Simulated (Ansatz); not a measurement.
A computed series for CsPbCl3: pressure series

Base system: CsPbCl₃ in the cubic perovskite structure (space group Pm-3m, No. 221).

```xyz
5
Lattice="5.6731 0.0000 0.0000 0.0000 5.6731 0.0000 0.0000 0.0000 5.6731" Properties=species:S:1:pos:R:3 pbc="T T T"
Cs     0.0000     0.0000     0.0000
Pb     2.8366     2.8366     2.8366
Cl     0.0000     2.8366     2.8366
Cl     2.8366     2.8366     0.0000
Cl     2.8366     0.0000     2.8366
```

Cell and atoms are relaxed at each pressure.

The values are results of plane-wave PAW DFT at the r2SCAN level (Ansatz, an electronic-structure program, 500 eV), no spin-orbit coupling, not measurements.

Candidates:
(a) pressure 10 GPa
(b) pressure −1 GPa
(c) pressure 1.5 GPa
(d) pressure −2 GPa
(e) pressure 3 GPa

Base values:

```
Quantity    Value
--------  -------
Band gap  2.46 eV
```

Task: Order them by band gap, lowest first.

Result: (a) pressure 10 GPa (1.05 eV), (e) pressure 3 GPa (1.97 eV), (c) pressure 1.5 GPa (2.20 eV), (b) pressure −1 GPa (2.64 eV), (d) pressure −2 GPa (2.83 eV)

With Pb present, leaving out spin-orbit coupling can change the band edges. Load acts through the strain it causes; cell and atoms are relaxed under it. No phonon test of stability was made. No other phases were tried under pressure. Many cubic perovskites are stable only at high temperature; tilts and polar distortions were not tested. This is not the structure that CsPbCl3 has at room temperature and ambient pressure.
